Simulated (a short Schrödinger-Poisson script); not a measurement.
Stack: gated Al0.33Ga0.67As/GaAs δ-doped gas, at 300 K.

```csv
layer,material,thickness (nm),Na (cm⁻³)
1,Al0.33Ga0.67As,20,-
2,Al0.33Ga0.67As,20,-
3,GaAs,6000,2e15
```

The device is made up for the run: typed textbook-type constants, with dimensions and the other settings drawn at random. Al0.33Ga0.67As: permittivity 11.96, conduction-band edge (eV) 0.261, gap (eV) 1.836, electron mass (mₑ) 0.0944, Nv at 300 K (cm⁻³) 9e18. GaAs: permittivity 12.9, conduction-band edge (eV) 0, gap (eV) 1.424, Nv at 300 K (cm⁻³) 9e18.

Channel valleys (confinement mass, in-plane density-of-states mass, number): Γ 0.067, 0.067, 1. At the gate the conduction-band edge of layer 1 lies 1.01 eV − eVg above the Fermi level of the channel; the field vanishes at the back. Sheet of ionised δ-doping: +1.6e12 e/cm² at 20 nm from the gate. The barrier under the gate holds no holes. Gaps are held at their typed values at every temperature. Mesh 0.08 nm at interfaces.

Solved with a short Schrödinger-Poisson script written for these runs: 1D Poisson equation in equilibrium, electrons quantum, Hartree (BenDaniel-Duke, 40 states a valley, the channel's in-plane mass for all, wave functions free to enter the barrier), parabolic valleys, classical holes, full ionisation, no traps, pinning or gate leakage.

The same stack at other levels of the model or other numerical settings:

| run | sheet density of all electrons at Vg = 0.5 V (cm⁻²) | capacitance at Vg = 0.5 V (μF/cm²) | centroid of the channel electrons at Vg = 0.5 V (nm) | gate voltage at 1e11 electrons/cm² (V) | rough cost against the base |
|---|---|---|---|---|---|
| base | 2.01e11 | 0.199 | 10.73 | 0.41 | about 1 |
| electrons treated as classical, Boltzmann | 2.18e11 | 0.211 | ? | 0.40 | 0.03 |
| electrons treated as classical, Fermi-Dirac | 2.14e11 | 0.205 | ? | 0.40 | 0.2 |
| electrons treated as quantum, Hartree plus LDA exchange-correlation | 2.08e11 | 0.202 | 10.36 | 0.41 | 1 |
| mesh six times as coarse | 2.01e11 | 0.198 | 10.79 | 0.41 | 0.3 |
| one subband a valley | ? | 0.195 | 6.82 | 0.43 | 0.3 |

Question: Fill in the missing entries.

Answer: 
- one subband a valley, sheet density of all electrons at Vg = 0.5 V (cm⁻²): 1.85e11
- electrons treated as classical, Fermi-Dirac, centroid of the channel electrons at Vg = 0.5 V (nm): 8.60
- electrons treated as classical, Boltzmann, centroid of the channel electrons at Vg = 0.5 V (nm): 8.16

The classical rows ignore confinement, and Boltzmann statistics overrate the density once the band edge passes the Fermi level.
